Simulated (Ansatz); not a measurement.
Terminations of the (110) surface of bcc V, measured from the surface 'a pseudomorphic layer of Au in the host's stacking'. Atoms come from or go to: Au: fcc Au, Co: hcp Co, ferromagnetic, Cr: bcc Cr, antiferromagnetic, Fe: bcc Fe, ferromagnetic, Ga: alpha gallium, Ir: fcc Ir, Mo: bcc Mo, Os: hcp Os, Re: hcp Re, Si: silicon, Sn: beta tin, V: bcc V, W: bcc W. ΔE is the energy of forming the row's surface from that one (negative: more stable at these reservoirs); the vacuum level's shift is aligned on the shared bottom. No zero-point or thermal terms. These are constructed structures in small cells; real faces may alloy, dewet or reconstruct in larger ones, and not all known structures of the face are among them. Slabs of about 13 Å with all that they carry, Fermi-Dirac smearing of 0.1 eV. Bottom of the slabs: a bare face, its two planes held. Relaxed from the named starts with such symmetry as they have, on meshes of like density; energies extrapolated to zero smearing; no spin-orbit coupling, no U. Spin-polarised runs, if any, are marked in brackets, and their order is one that fits the cell; the others ran without spin. A dash marks a value that is undefined for that row (no clear gap, or no work function of a gapped slab) or was not read reliably on its mesh.

All values below come from PBE (plane waves to 420 eV, PAW; Ansatz, an electronic-structure program).

| surface | atoms added per 1x1 | ΔE per 1x1 (eV) | shift of the vacuum level (eV) | work function (eV) |
|---|---|---|---|---|
| a layer of Ga in place of the second plane | -1 Au, +1 Ga, -1 V | 0.53 | 0.42 | 5.19 |
| a layer of Cr in place of the second plane [spin start, no net moment] | -1 Au, +1 Cr, -1 V | 0.44 | -0.10 | 4.67 |
| a pseudomorphic layer of Mo in the host's stacking | -1 Au, +1 Mo | 0.37 | -0.09 | 4.69 |
| a layer of Re in place of the second plane | -1 Au, +1 Re, -1 V | (withheld) | -0.03 | 4.74 |
| a pseudomorphic layer of Ir in the host's stacking | -1 Au, +1 Ir | (withheld) | 0.17 | 4.94 |
| a layer of Sn in place of the second plane | -1 Au, +1 Sn, -1 V | 2.60 | 0.51 | 5.26 |
| a layer of Co in place of the second plane [spin, 0.9 μB a cell] | -1 Au, +1 Co, -1 V | 0.49 | 0.00 | 4.77 |
| a pseudomorphic layer of Fe in the host's stacking [spin, 1.7 μB a cell] | -1 Au, +1 Fe | (withheld) | -0.43 | 4.34 |
| a pseudomorphic layer of Au in the host's stacking | none | 0.00 | 0.00 | 4.77 |
| a pseudomorphic layer of Si in the host's stacking | -1 Au, +1 Si | -0.20 | 0.31 | 5.08 |
| a pseudomorphic layer of Os in the host's stacking | -1 Au, +1 Os | (withheld) | 0.11 | 4.88 |
| a pseudomorphic layer of W in the host's stacking | -1 Au, +1 W | 0.62 | 0.24 | 5.01 |

### Question
What belongs in the gaps?

### Answer

- a layer of Re in place of the second plane, ΔE per 1x1 (eV): 0.08
- a pseudomorphic layer of Ir in the host's stacking, ΔE per 1x1 (eV): -0.17
- a pseudomorphic layer of Fe in the host's stacking [spin, 1.7 μB a cell], ΔE per 1x1 (eV): 0.30
- a pseudomorphic layer of Os in the host's stacking, ΔE per 1x1 (eV): 0.28
